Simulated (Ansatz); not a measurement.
## Worked example: self-consistent single point of the (001) slab of HfCd (cut from a parent of space group no. 129; 4 atoms in the cell) in Ansatz

Level of theory: PBEsol, default PAW files made with PBE (plane waves; Ansatz, a first-principles code).

Input as run:

Ansatz 0.2 input:
```yaml
crystal:
  lattice:
    - [3.032024, 0.000000, 0.000000]
    - [0.000000, 3.032024, 0.000000]
    - [0.000000, 0.000000, 20.958513]
  atoms:
    - { symbol: Hf, position: [0.000000, 0.500000, 0.666007] }
    - { symbol: Hf, position: [0.500000, 0.000000, 0.333993] }
    - { symbol: Cd, position: [0.000000, 0.500000, 0.446702] }
    - { symbol: Cd, position: [0.500000, 0.000000, 0.553298] }
basis:
  ecutwfc: 420.0
kpoints:
  mp_grid: { grid: [10, 10, 1] }
hamiltonian:
  xc: pbesol
  pseudopotentials: { kind: paw }
scf:
  occupations: { method: fermi_dirac, width: 0.1 }
output:
  forces: true
  eigenvalues: true
  stress: true
```

Output, abridged:

```
WARN ansatz: RAYON_NUM_THREADS=1 ignored (pool sized by the plan → 1); use --threads N
Pseudopotentials: kind: paw
Pseudopotential: Hf, paw, valence charge 26
Pseudopotential: Cd, paw, valence charge 20
Crystal: 4 atoms, lattice volume = 192.675 Å³
Basis set: ecut = 420 eV, 3727 PW (Γ), exchange–correlation on 48×48×288 points (8 copies of the dense FFT grid, shifted against one another)
Bands: 56, of which v1, the nominal top of the filled ones, is band 46 counted from 1 (45 counted from 0)
Symmetry: 16 space group operations
Space group: P4/nmm (ITA 129), of the structure as read, at distance tolerance 5.8e-5 Å
k-points: 21 of 100
PAW frozen core: Hf, regenerated for the run's functional, and the local potential with it
PAW frozen core: Cd, regenerated for the run's functional, and the local potential with it
Initial density: superposition of atomic densities (neutral atoms: chi_scale 0, normalization atom), corrected by the library's trained network
Initial wavefunctions: pseudopotential atomic-orbital guess
Eigensolver: davidson
Functional: x = pbesol(κ = 0.804, μ = 0.12345679012345678), c = pbesol(β = 0.046)
SCF iter   1: F=—  HF=-47561.400743 eV  |F-HF|=—  |Δ(HF+E_count)|=         —  Δρ=4.50e-3  dr2=5.30e-2  ethr=1.77e-3  ⟨swp⟩=7.2  Hψ=4306  notcnv=0  defer=2
all-band conjugate gradients solve this SCF's bands
preconditioner: auto → LDOS
SCF iter   2: F=—  HF=-47561.396504 eV  |F-HF|=—  |Δ(HF+E_count)|=   4.24e-3  Δρ=4.68e-3  dr2=3.91e-2  ethr=5.76e-5  ⟨swp⟩=2.7  Hψ=2573  notcnv=0  defer=20
SCF iter   3: F=—  HF=-47561.386844 eV  |F-HF|=—  |Δ(HF+E_count)|=   9.66e-3  Δρ=1.02e-3  dr2=2.28e-3  ethr=4.25e-5  ⟨swp⟩=2.0  Hψ=2280  notcnv=0  defer=20
SCF iter   4: F=—  HF=-47561.386689 eV  |F-HF|=—  |Δ(HF+E_count)|=   1.55e-4  Δρ=2.72e-4  dr2=1.28e-4  ethr=2.48e-6  ⟨swp⟩=2.3  Hψ=2062  notcnv=0  defer=20
SCF iter   5: F=—  HF=-47561.386650 eV  |F-HF|=—  |Δ(HF+E_count)|=   3.94e-5  Δρ=1.04e-4  dr2=1.50e-5  ethr=1.39e-7  ⟨swp⟩=2.3  Hψ=1983  notcnv=0  defer=20
SCF iter   6: F=—  HF=-47561.386826 eV  |F-HF|=—  |Δ(HF+E_count)|=   1.75e-4  Δρ=4.48e-5  dr2=3.10e-6  ethr=1.64e-8  ⟨swp⟩=2.0  Hψ=1990  notcnv=0  defer=18
SCF iter   7: F=—  HF=-47561.386831 eV  |F-HF|=—  |Δ(HF+E_count)|=   5.71e-6  Δρ=1.59e-5  dr2=6.00e-7  ethr=3.37e-9  ⟨swp⟩=2.0  Hψ=1978  notcnv=0  defer=18
SCF iter   8: F=—  HF=-47561.386832 eV  |F-HF|=—  |Δ(HF+E_count)|=   3.83e-7  Δρ=6.47e-6  dr2=1.95e-7  ethr=6.52e-10  ⟨swp⟩=2.0  Hψ=1921  notcnv=0  defer=18
SCF iter   9: F=-47561.386832 eV  HF=-47561.386832 eV  |F-HF|=8.84e-9  |Δ(HF+E_count)|=   5.71e-8  Δρ=2.44e-6  dr2=2.22e-8  ethr=1.09e-10  ⟨swp⟩=8.3  Hψ=4582  notcnv=0
SCF 1 converged in 9 iterations: F = -47561.386832 eV  dr2 = 2.22e-8
SCF converged after 9 iterations
Free energy (F): -47561.386832 eV
Harris-Foulkes:  -47561.386832 eV  (|F-HF|=8.84e-9)
Internal energy: -47561.219171 eV  (E = F + TS)
E sigma→0 (E₀):  -47561.303001 eV
Entropy (-TS):   -0.167661 eV (-41.915 meV/atom)
Fermi energy:    5.622751 eV
--- Per-component energies (eV) ---
  E_band       = -1824.720091
  E_kinetic    = 1851.657912
  E_local      = -103577.323308  (includes V_loc(G=0)·N_el)
  E_nonlocal   = -2409.340038
  E_hartree    = 50754.756531
  E_xc         = -943.179972
  E_vxc        = -969.856204  (∫ρ·V_xc dr)
  E_paw        = -21635.799116  (= ΣΔE_a)
  E_vpaw       = 1770.656486  (= ΣTr[D̂ρ^β])
  E_aug_tail   = 0.000021  (compensation charges beyond the density's cutoff)
  E_ewald      = 28394.822697
  E_core_change = 3.186103  (= ΣΔE_core)
  E_smearing   = -0.167661  (= −TS)
  E_closure    = 0.000000  (closes the sum)
  Σ components = -47561.386832   (vs F -47561.386832, Δ=0.00e0)
--- Forces (eV/Å), atoms counted from 1 ---
  atom   1  Hf     0.00000000     0.00000000    -0.55505242
  atom   2  Hf     0.00000000     0.00000000     0.55505242
  atom   3  Cd     0.00000000     0.00000000    -0.45521964
  atom   4  Cd     0.00000000     0.00000000     0.45521964
  max |Σ_I F_I| component: 0.00e0 eV/Å
--- Stress (GPa, compression-positive) ---
       -4.160427       0.000000       0.000000
        0.000000      -4.160427       0.000000
        0.000000       0.000000      -2.366605
  P = ⅓ Tr σ = -3.5625 GPa (-35.625 kbar)
  The stress holds the Pulay correction. Without it, at fixed plane waves, as pw.x and ABINIT print it: P = -3.5794 GPa
--- Band table (eV; the first three rows and the last of 21) ---
  k-point 0: bands = ["-96.9812", "-96.9790", "-58.0546", "-58.0473", "-58.0473", "-58.0394", "-58.0394", "-58.0337", "-56.7804", "-56.7804", "-25.6243", "-25.6243", "-25.0080", "-25.0080", "-25.0080", "-25.0080", "-6.8082", "-6.8081", "-6.7627", [...]
  k-point 1: bands = ["-96.9810", "-96.9789", "-58.0544", "-58.0502", "-58.0469", "-58.0418", "-58.0394", "-58.0335", "-56.7771", "-56.7771", "-25.6178", "-25.6178", "-25.0702", "-25.0702", "-25.0028", "-25.0028", "-6.8065", "-6.8064", "-6.7653", [...]
  k-point 2: bands = ["-96.9805", "-96.9787", "-58.0575", "-58.0558", "-58.0460", "-58.0458", "-58.0394", "-58.0338", "-56.7684", "-56.7684", "-25.6007", "-25.6007", "-25.2301", "-25.2301", "-24.9892", "-24.9892", "-6.8025", "-6.8024", "-6.7724", [...]
  k-point 20: bands = ["-96.9770", "-96.9770", "-58.0752", "-58.0752", "-58.0640", "-58.0640", "-58.0396", "-58.0396", "-56.7113", "-56.7113", "-25.5516", "-25.5516", "-25.5516", "-25.5516", "-25.4912", "-25.4912", "-6.7883", "-6.7883", "-6.7882", [...]
```

The run converged in 9 iterations.

The starting cell comes from a database of computed structures (which also holds hypothetical and non-ambient phases and stackings), without a prior relaxation at this level. The slab is cut from that crystal, and its faces are unrelaxed. Its lattice was rescaled by up to half a per cent. Spin-orbit coupling is off.
